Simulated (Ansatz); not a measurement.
Consider C in the diamond structure (space group Fd-3m, No. 227; a = 3.5538 Å). Axes: x, y, z lie along the cube axes.

Computed with PBEsol, PAW, 420 eV (Ansatz, a program for electronic structure; without spin-orbit coupling).

One thing is altered: an isotropic linear strain of −1.00 %; the atoms relax in the strained cell.

Q: Predict the stress tensor and what it implies for the stiffness.

A: Stress of the strained cell less that of the base (GPa, compression positive):
```
  14.33    0.00    0.00
   0.00   14.33    0.00
   0.00    0.00   14.33
```

Then B = −ΔP/(ΔV/V₀) with ΔV/V₀ = -0.0297 gives secant stiffness values (nonlinear terms included at this strain): B ≈ 483 GPa.

As a check, the harmonic strain energy −½ V₀ Δσ:ε is 7.5 meV/atom; the computed energy rise is 7.3 meV/atom.

Whether these cells are dynamically stable was not tested.
